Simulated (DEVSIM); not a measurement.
Structure: Pt/SiON/n-Si capacitor, at 300 K.

| layer (left to right) | material | thickness (nm) | Nd (cm⁻³) |
|---|---|---|---|
| 1 | SiON | 18.0 | - |
| 2 | Si | 6700 | 7.3e15 |

Metal gate on the left, work function 5.6 eV. Fixed charge at the semiconductor interface 1.7e11 cm⁻² (in units of +e); no interface traps.

Constants are typed, rounded textbook-type inputs, not results; the design itself was drawn at random and stands for no fabricated device. Values at 300 K; Nc and Nv go as T^1.5, mobilities as T to minus their exponent, the gap by Varshni's rule with the affinity fixed.

```csv
parameter,SiON,Si
gap (eV),7,1.124
affinity (eV),1.4,4.05
permittivity,5.5,11.7
Nc (cm⁻³),-,2.86e19
Nv (cm⁻³),-,3.1e19
Varshni α (eV/K),-,0.000473
Varshni β (K),-,636
```

Model (solved in DEVSIM): 1D Poisson equation in equilibrium, Boltzmann statistics, complete ionisation; no quantum confinement or tunnelling. Metal contacts follow the ideal Schottky-Mott rule: no Fermi-level pinning, no interface dipoles.

The temperature was swept, all else fixed.

| temperature (K) | flat-band voltage (V) | minimum of the low-frequency capacitance (μF/cm²) | threshold voltage (band bending 2φF) (V) |
|---|---|---|---|
| 250 | 1.28 | 0.0276 | 0.33 |
| 300 | 1.24 | [?] | [?] |
| 350 | 1.19 | 0.0331 | 0.46 |
| 400 | 1.15 | 0.0383 | 0.53 |
| 450 | 1.10 | 0.0442 | 0.60 |
| 500 | 1.06 | 0.0554 | 0.68 |

Task: Complete the blanks.

Result: 
- 300, minimum of the low-frequency capacitance (μF/cm²): 0.0297
- 300, threshold voltage (band bending 2φF) (V): 0.39
